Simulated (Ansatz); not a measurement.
## A computed series for hypothetical P6_3/mmc SnS2: response to strain

Take SnS₂ in the 2H-MoS2 type structure (space group P6_3/mmc, No. 194; a = 3.589 Å, c = 11.889 Å; a hypothetical phase, not in the database extracts checked; layered, stacked along the Cartesian z axis) as the base. Axes: x lies along a and z along c of the hexagonal cell.

Strains are applied to the cell and any free atomic positions relax; under biaxial strain the out-of-plane vector relaxes too.

Level of theory: PBE-D3(BJ)/PAW in Ansatz (a quantum-chemistry and plane-wave program), no spin-orbit coupling.

Notes on the quantities. pressure: mean of the normal stresses, compression positive.

```csv
variant,pressure,volume per atom,space group
base,0.0 GPa,22.10 Å³,P6_3/mmc (No. 194)
"biaxial strain +0.15 %, plane normal [001], relaxed out of plane",-0.2 GPa,22.12 Å³,P6_3/mmc (No. 194)
"biaxial strain +0.25 %, plane normal [001], relaxed out of plane",…,…,P6_3/mmc (No. 194)
uniaxial strain ε_xx = −2.11 %,1.5 GPa,21.63 Å³,Cmcm (No. 63)
uniaxial strain ε_xx = +3.97 %,-2.3 GPa,22.98 Å³,Cmcm (No. 63)
uniaxial strain ε_zz = −5.45 %,1.6 GPa,20.90 Å³,P6_3/mmc (No. 194)
uniaxial strain ε_zz = −2.20 %,0.5 GPa,21.62 Å³,P6_3/mmc (No. 194)
uniaxial strain ε_zz = −0.92 %,0.2 GPa,21.90 Å³,P6_3/mmc (No. 194)
```

Question: What belongs in the blanks?

Answer: 
- biaxial strain +0.25 %, plane normal [001], relaxed out of plane, pressure: -0.3 GPa
- biaxial strain +0.25 %, plane normal [001], relaxed out of plane, volume per atom: 22.13 Å³

Whether these cells are dynamically stable was not tested. The final runs are not spin-polarised.
